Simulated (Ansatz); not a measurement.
The reference is Bi in the A7 type structure (space group R-3m, No. 166; layered).

Space group R-3m, hexagonal axes (No. 166); a = b = 4.5205 Å, c = 12.0283 Å, α = β = 90.00°, γ = 120.00°

| atom | site | symmetry | x | y | z |
|---|---|---|---|---|---|
| Bi | 6c | 3m | 0.0000 | 0.0000 | 0.2337 |
(The calculation used a cell of 2 atoms; values per cell refer to that cell.)

Calculations: r2SCAN+rVV10/PAW in Ansatz (an electronic-structure program), no spin-orbit coupling.

For the base:

```
Quantity               Value
-------------------  -------
Lattice parameter a  4.521 Å
c/a ratio              2.661
```

Modification: every Bi is replaced by As, then cell and atoms are relaxed.

Problem. Estimate the effect on the lattice parameter a and c/a ratio.

Solution. The lattice parameter a shrinks by 0.760 Å, from 4.521 Å to 3.761 Å; the c/a ratio increases by 0.193 (2.661 → 2.854).

Whether these cells are dynamically stable was not tested.
